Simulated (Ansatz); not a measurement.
Base system: TiSi2 (space group Cmcm, No. 63; a = 3.546 Å, b = 13.565 Å, c = 3.580 Å). Axes: x, y, z lie along a, b, c of the conventional cell.

Method: DFT with PBE, PAW potentials and a 420 eV plane-wave cutoff in Ansatz (a first-principles code), no SOC, earlier PAW set.

Before the change:

* **Volume per atom**: 14.35 Å³
* **Pressure**: 0.0 GPa
* **Band gap**: zero

It is then changed as follows: biaxial strain +0.38 %, plane normal [001], relaxed out of plane (Cartesian); in-plane vectors clamped, the third vector and the atoms free.

Task: Estimate the effect on the volume per atom.

Result: The volume per atom goes up by 0.08 Å³ (14.35 Å³ → 14.43 Å³).

Task: How does this affect the pressure?

Result: The pressure (mean of the normal stresses, compression positive) goes from zero to -0.6 GPa.

Task: How does this affect the band gap?

Result: The band gap is still zero.

Stability against distortions was not tested. All final runs are without spin polarisation.
